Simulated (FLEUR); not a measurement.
A self-consistent single point of MnS (Fm-3m, 4 atoms in the cell) with FLEUR.

Method of the run: FLEUR with PBE, all-electron FLAPW (FLEUR), scalar-relativistic valence.

The change in words: lattice scaled by 0.98. Reference geometry:
```
CELL_PARAMETERS angstrom
      5.09159     2.54579     2.54579
      2.54579     5.09159     2.54579
      2.54579     2.54579     5.09159
ATOMIC_POSITIONS crystal
  Mn 0.00000 0.00000 0.00000
  Mn 0.50000 0.50000 0.50000
  S  0.25000 0.25000 0.25000
  S  0.75000 0.75000 0.75000
```
Moments meant for the start (each program seeds them in its own way; μB, in the order of the atoms Mn Mn S S): 5.0 -5.0 0.0 0.0.

Reference input (self-consistent single point, DFT, PBE, all-electron FLAPW (FLEUR), scalar-relativistic valence): Kmax = 4.5 1/bohr; GmaxXC = 18 1/bohr; xcFunctional = pbe; jspins = 2; l_soc = F; mode = hist; fermiSmearingEnergy = 0.00073499 Htr; mesh (inpgen div1-3) = 6 6 6; inpgen gamma flag = true; Gmax = 18 1/bohr; numbands = 0; maxIterBroyd = 15. This run's input differs from it in these lines:

```diff
@@ -3,5 +3,5 @@
 &input film=f /
-5.0915880000 2.5457940000 2.5457940000
-2.5457940000 5.0915880000 2.5457940000
-2.5457940000 2.5457940000 5.0915880000
+4.9897560000 2.4948780000 2.4948780000
+2.4948780000 4.9897560000 2.4948780000
+2.4948780000 2.4948780000 4.9897560000
 1.8897261246
@@ -45,5 +45,5 @@
          <bravaisMatrix>
-            <row-1>    9.6217068592998647     4.8108534296499323     4.8108534296499323</row-1>
-            <row-2>    4.8108534296499323     9.6217068592998647     4.8108534296499323</row-2>
-            <row-3>    4.8108534296499323     4.8108534296499323     9.6217068592998647</row-3>
+            <row-1>    9.4292722685795969     4.7146361342897984     4.7146361342897984</row-1>
+            <row-2>    4.7146361342897984     9.4292722685795969     4.7146361342897984</row-2>
+            <row-3>    4.7146361342897984     4.7146361342897984     9.4292722685795969</row-3>
          </bravaisMatrix>
```

Output (repeated stretches shortened):

```
 Iteration:     1   Distance:       8.76580017 me/bohr^3
 Iteration:     2   Distance:       8.41919836 me/bohr^3
 Iteration:     3   Distance:       6.05434868 me/bohr^3
 Iteration:     4   Distance:       6.67376954 me/bohr^3
 Iteration:     5   Distance:       3.63366511 me/bohr^3
   [... 12 lines left out ...]
 Iteration:    18   Distance:       0.00004978 me/bohr^3
 Iteration:    19   Distance:       0.00001551 me/bohr^3
 Iteration:    20   Distance:       0.00001043 me/bohr^3
 Iteration:    21   Distance:       0.00000201 me/bohr^3
 Run finished successfully
 Stop message:
   Structural relaxation: Done

[file out, last iteration]
             iter=     22
[...]
          total density-effective poten   -4.9343359583E+03
          total charge density-energy d   -1.5619759214E+02
 Updated energy parameters for spin:           1
 Updated energy parameters for spin:           2
[...]
 fermi energy and band-weighting factors:
    0.712847

[...]
FERMIE:
          first approx. to ef    (T=0)  :   0.352134 htr   (energy of the highest occ. eigenvalue)
          number of occ. states  (T=0)  :       1344
          first approx. to seigv (T=0)  : -22.932088 htr
          sum of weights of occ. states :  42.000000
          sum of semicore charge        :   0.000000 e
FERHIS:  Fermi-Energy by histogram:
          bandgap                     :   0.011202 htr
   [... lines left out ...]
          charge neutrality (T=0)     :   0.000000    (zero if the highest occ. eigenvalue is "entirely" occupied)
     EF_NEWTON:  Adjust Fermi-Energy by Newton-Method.
 Direct bandgap for spin            1 :    2.7960698457455913E-002  Htr
 Direct bandgap for spin            2 :    2.7960698368697023E-002  Htr
 ---->    free energy=                     -3115.7827592384 htr
   [... lines left out ...]
 TOTAL FORCE FOR ATOM TYPE=  1  X=  0.000   Y=  0.000   Z=  0.000
                       FX_TOT= 0.000000 FY_TOT= 0.000000 FZ_TOT= 0.000000
 TOTAL FORCE FOR ATOM TYPE=  2  X=  9.429   Y=  9.429   Z=  9.429
                       FX_TOT= 0.000000 FY_TOT= 0.000000 FZ_TOT= 0.000000
 TOTAL FORCE FOR ATOM TYPE=  3  X=  4.715   Y=  4.715   Z=  4.715
                       FX_TOT= 0.000000 FY_TOT= 0.000000 FZ_TOT= 0.000000
 Structural relaxation: Done
```

The run converged in 21 iterations. FLEUR gives forces in its relaxation mode, with a further iteration, so its stop message speaks of a relaxation. Against the reference run the free energy rises by 32.7 meV/atom and the gap on the mesh goes from 0.591 to 0.305 eV.

The starting cell has typed, rounded lattice constants, without a prior relaxation at this level. Its lattice was rescaled by a random factor within 2.5 % of one. For this run, on top of that: lattice scaled by 0.98. The magnetic order is the one reached from the typed start; others were not searched systematically. Values depend on the basis (sphere radii, cutoffs, local orbitals), which need not be converged.

Cost on one core of a shared machine: roughly 9 min.
